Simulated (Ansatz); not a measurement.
VBiO4: pressure 30 GPa

The reference is VBiO$_{4}$ (space group I4_1/a, No. 88; a = 5.121 Å, c = 11.623 Å).

Now apply this change: cell and atoms relaxed at a pressure of 30 GPa.

Computed with DFT with r2SCAN, PAW potentials and a 500 eV plane-wave cutoff in Ansatz (a program for electronic structure), spin-orbit coupling left out, earlier PAW set. k-mesh 7×7×7 (Γ-centred); smearing 0.05 eV (Fermi–Dirac).

| quantity | base | changed | shift |
|---|---|---|---|
| volume per atom | 12.70 Å³ | 10.87 Å³ | -1.83 Å³ |
| density | 7.06 g/cm³ | 8.24 g/cm³ | +1.186 g/cm³ |
| lattice parameter a | 5.121 Å | 4.907 Å | -0.214 Å |
| c/a ratio | 2.270 | 2.209 | -0.0603 |
| shortest interatomic distance | 1.723 Å | 1.694 Å | -0.029 Å |
| enthalpy H = E + PV relative to the base's energy | – | +2.19 eV/atom | – |
| band gap (an upper bound: an edge found on the path is not a true extremum; the changed cell) | 2.48 eV | 1.69 eV | -0.785 eV |

Final structure:

```yaml
crystal:
  lattice:
    - [-2.45328, 2.45328, 5.42026]
    - [2.45328, -2.45328, 5.42026]
    - [2.45328, 2.45328, -5.42026]
  atoms:
    - { symbol: Bi, position: [0.75000, 0.25000, 0.50000] }
    - { symbol: Bi, position: [0.00000, 0.00000, 0.00000] }
    - { symbol: V, position: [0.25000, 0.75000, 0.50000] }
    - { symbol: V, position: [0.50000, 0.50000, 0.00000] }
    - { symbol: O, position: [0.08928, 0.98919, 0.40898] }
    - { symbol: O, position: [0.58021, 0.68031, 0.59102] }
    - { symbol: O, position: [0.73919, 0.83021, 0.39990] }
    - { symbol: O, position: [0.43031, 0.33928, 0.60010] }
    - { symbol: O, position: [0.66072, 0.26081, 0.09102] }
    - { symbol: O, position: [0.16979, 0.56969, 0.90898] }
    - { symbol: O, position: [0.01081, 0.41979, 0.10010] }
    - { symbol: O, position: [0.31969, 0.91072, 0.89990] }
```

With Bi present, leaving out spin-orbit coupling can change the band edges. Load acts through the strain it causes; cell and atoms are relaxed under it. No phonon test of stability was made. No other phases were tried under pressure. Seeded moments were not kept for the base. All final runs are without spin polarisation.
